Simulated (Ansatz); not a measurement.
Functionals compared on the (115) surface of germanium, 2 pairs of surface atoms bonded, no caps (bottom of the slab: built like the top, H on every dangling bond, free), in Ansatz (plane waves, PAW). The structure was relaxed with PBE; the other rows are single points on it. Cutoff 420 eV (500 eV for r2SCAN).

Slab: 46 atoms, 12.6 Å thick at the start with caps and adatoms (thin: gaps and levels are the slab's own); k 4x3x1, smearing 0.025 eV, dipole-corrected; 8 atoms held, the rest relaxed; no symmetry held; no spin, no spin-orbit, no U. In PBE it is, or lies within 0.01 eV a 1x1 cell of, the lowest of the 2 structures of its composition computed so far; larger cells were not tried. These notes are the PBE run's.

```tsv
functional	gap of the slab on its k-mesh (eV)	highest filled level below the top vacuum level (eV)	rough cost of the single point
PBE	0.50	4.70	–
r2SCAN	?	?	around 30 core-minutes (rough)
```

**Question.** Complete the blanks.

**Answer.** 
- r2SCAN, gap of the slab on its k-mesh (eV): 0.62
- r2SCAN, highest filled level below the top vacuum level (eV): 4.92

Ansatz is a program for electronic structure.
